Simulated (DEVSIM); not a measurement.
Structure: Schottky contact on n-type CdTe, at 300 K.

```csv
layer (left to right),material,thickness (μm),Nd (cm⁻³),τn (s),τp (s)
1,CdTe,7.00,1.1e16,3e-9,3e-9
```

Left contact: Schottky, work function 5.47 eV, emission velocity 6.6e6 cm/s. Right contact: ohmic. Voltage is applied to the left contact. Recombination: SRH at mid-gap, Auger. Mobility is μmin + (μ − μmin)/(1 + (N/Nref)^α).

Constants are typed, rounded textbook-type inputs, not results; the design itself was drawn at random and stands for no fabricated device. Values at 300 K.

| parameter | CdTe |
|---|---|
| gap (eV) | 1.5 |
| affinity (eV) | 4.28 |
| permittivity | 10.2 |
| Nc (cm⁻³) | 8e17 |
| Nv (cm⁻³) | 1.8e19 |
| μn (cm²/Vs) | 1000 |
| μp (cm²/Vs) | 80 |
| μn,min | 100 |
| μp,min | 10 |
| Nref,n | 1e17 |
| Nref,p | 1e17 |
| αn | 0.6 |
| αp | 0.6 |
| Cn (cm⁶/s) | 1e-30 |
| Cp (cm⁶/s) | 1e-30 |

Simulated with DEVSIM: 1D drift-diffusion, Boltzmann statistics, complete ionisation; no tunnelling, impact ionisation, image-force lowering or self-heating. Metal contacts follow the ideal Schottky-Mott rule: no Fermi-level pinning, no interface dipoles.

The doping Nd of layer 1 was swept, all else fixed.

| doping Nd of layer 1 (cm^-3) | largest field in the device at zero bias (V/cm) | dark forward voltage at 1 A/cm² (V) | potential step across the device at zero bias (V) |
|---|---|---|---|
| 3.3e14 | 11000 | 0.883 | 0.989 |
| 1.1e15 | … | … | 1.020 |
| 3.3e15 | 35000 | 0.850 | 1.048 |
| 1.1e16 | 64000 | 0.845 | 1.079 |
| 3.3e16 | 110000 | 0.842 | 1.108 |
| 1.1e17 | 210000 | 0.840 | 1.139 |
| 3.3e17 | 360000 | 0.840 | 1.167 |

**Question.** Fill in the missing entries.

**Answer.** 
- 1.1e15, largest field in the device at zero bias (V/cm): 20000
- 1.1e15, dark forward voltage at 1 A/cm² (V): 0.861
